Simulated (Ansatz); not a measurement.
An Ansatz (a program for electronic structure) run: Rh with a change (Rh → Bi); PBEsol (Ansatz, PAW, scalar-relativistic without spin-orbit coupling).

Input:

Ansatz 0.2 input:
```yaml
crystal:
  lattice:
    - [0, 2.471301846, 2.471301846]
    - [2.471301846, 0, 2.471301846]
    - [2.471301846, 2.471301846, 0]
  atoms:
    - { symbol: Bi, position: [0, 0, 0] }
basis: { ecutwfc: 420, ecutrho_ratio: 4, xc_grid: 2, fft_grid_basis: typed }
kpoints: { mp_grid: { grid: [16, 16, 16] } }
hamiltonian:
  xc: pbesol
  dispersion: none
  pseudopotentials: { kind: paw }
scf: { occupations: { method: fermi_dirac, width: 0.05 }, convergence: { dr2_threshold: 0.0000000001 } }
output: { forces: true, stress: true }
checkpoint: { write: state.ck, write_every: 1000 }
```

Output (explanatory and most iteration lines left out):

```
Pseudopotential: Bi, paw, valence charge 15
Crystal: 1 atoms, lattice volume = 30.186 Å³
Basis set: ecut = 420 eV, 609 PW (Γ), exchange–correlation on 48×48×48 points (8 copies of the dense FFT grid, shifted against one another)
Bands: 12, of which v1, the nominal top of the filled ones, is band 8 counted from 1 (7 counted from 0)
Symmetry: 48 space group operations
Space group: Fm-3m (ITA 225), of the structure as read, at distance tolerance 3.1e-5 Å
k-points: 145 of 4096
Functional: x = pbesol(κ = 0.804, μ = 0.12345679012345678), c = pbesol(β = 0.046)
SCF iter   1: F=—  HF=-12241.864609 eV  |F-HF|=—  |Δ(HF+E_count)|=         —  Δρ=8.99e-4  dr2=2.23e-4  ethr=1.77e-3  ⟨swp⟩=5.4  Hψ=10050  notcnv=0
SCF iter   2: F=—  HF=-12241.863988 eV  |F-HF|=—  |Δ(HF+E_count)|=   6.21e-4  Δρ=6.91e-4  dr2=1.35e-4  ethr=1.49e-6  ⟨swp⟩=2.5  Hψ=4038  notcnv=0
SCF 1 converged in 8 iterations: F = -12241.863961 eV  dr2 = 7.02e-12
SCF converged after 8 iterations
Free energy (F): -12241.863961 eV
Internal energy: -12241.856260 eV  (E = F + TS)
E sigma→0 (E₀):  -12241.860110 eV
Entropy (-TS):   -0.007700 eV (-7.700 meV/atom)
Fermi energy:    12.183594 eV
--- Forces (eV/Å), atoms counted from 1 ---
  atom   1  Bi    -0.00000000     0.00000000     0.00000000
--- Stress (GPa, compression-positive) ---
        0.000005       0.000000      -0.000000
       -0.000000       0.000005       0.000000
        0.000000      -0.000000       0.000005
  P = ⅓ Tr σ = 0.0000 GPa (0.000 kbar)
```

Whether these cells are dynamically stable was not tested. The final runs are not spin-polarised. The cell was made from Rh by this change: Rh → Bi; the result is a hypothetical phase, not in the database extracts checked.
